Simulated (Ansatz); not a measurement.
# Hypothetical I4/mmm MgB2, pressure series

The reference is MgB2 (space group I4/mmm, No. 139; a hypothetical phase, not in the database extracts checked).

```
MgB2
1.0
   -1.33239     1.33239     4.17414
    1.33239    -1.33239     4.17414
    1.33239     1.33239    -4.17414
Mg B
1 2
Cartesian
  0.00000   0.00000   0.00000
  0.00000   0.00000   2.36478
  0.00000   0.00000   5.98350
```

Cell and atoms are relaxed at each pressure.

All numbers come from Kohn–Sham DFT with the PBEsol functional, run in Ansatz (a program for electronic structure) with PAW and 420 eV plane waves, scalar-relativistic without spin-orbit coupling.

```tsv
P (GPa)	V (Å³/atom)
-1.99	10.058
-1.00	9.967
0.30	9.855
0.70	9.821
1.50	9.756
3.00	9.638
4.99	9.491
7.50	9.318
9.98	9.160
```

Question: Fit a third-order Birch–Murnaghan equation of state.

Answer: Least squares on P(V) = (3B₀/2)[(V₀/V)^(7/3) − (V₀/V)^(5/3)]·[1 + (3/4)(B₀′ − 4)((V₀/V)^(2/3) − 1)] gives V₀ = 9.88 Å³/atom, B₀ = 115 GPa and B₀′ = 3.5.

Load acts through the strain it causes; cell and atoms are relaxed under it. Whether these cells are dynamically stable was not tested. No other phases were tried under pressure. All final runs are without spin polarisation.
